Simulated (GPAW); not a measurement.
Band structure of CdSe (P6_3mc, 4 atoms in the cell).

```
CdSe
1.0
    4.32827     0.00000     0.00000
   -2.16414     3.74839     0.00000
    0.00000     0.00000     7.06077
Cd Se
2 2
Direct
  0.66667   0.33333   0.49995
  0.33333   0.66667   0.99995
  0.66667   0.33333   0.87591
  0.33333   0.66667   0.37591
```

Method: PBE, GPAW PAW datasets PBE (gpaw-data 1.0.1) (plane waves; GPAW).

Settings: mode = pw; ecut = 600 eV; xc = PBE; kpts = 5 5 3; mesh shift (steps) = 0 0 0; occupations.name = fermi-dirac; occupations.width = 0.01 eV; nbands = -4; convergence.forces = 0.001 eV/Å; convergence.bands = -2; symmetry.symmorphic = false; symmetry.tolerance = 0.0005; maxiter = 150; bandpath_npoints = 40.

The starting cell comes from a database of computed structures (which also holds hypothetical and non-ambient phases and stackings), without a prior relaxation at this level. Its lattice was rescaled by a random factor within 2.5 % of one.

Q: Predict the gap along the standard path and the places of the band edges.

A: The gap along the path is 0.62 eV, direct at Γ to within 0.01 eV.

Levels in eV from the top of the valence band on the SCF mesh, bands 15 to 22:
| point | 15 | 16 | 17 | 18 | 19 | 20 | 21 | 22 |
|---|---|---|---|---|---|---|---|---|
| Γ | -0.75 | -0.05 | 0.00 | 0.00 | 0.62 | 2.17 | 5.84 | 5.84 |
| M | -2.59 | -1.81 | -1.30 | -0.74 | 3.16 | 3.33 | 4.78 | 6.06 |
| K | -2.97 | -1.83 | -1.83 | -1.64 | 4.26 | 4.69 | 4.69 | 6.99 |
| A | -0.39 | -0.39 | -0.39 | -0.39 | 2.32 | 2.32 | 5.80 | 5.80 |
| L | -1.33 | -1.33 | -1.32 | -1.32 | 2.92 | 2.92 | 4.84 | 4.84 |
| H | -2.37 | -2.37 | -1.10 | -1.10 | 3.72 | 3.72 | 5.81 | 5.81 |
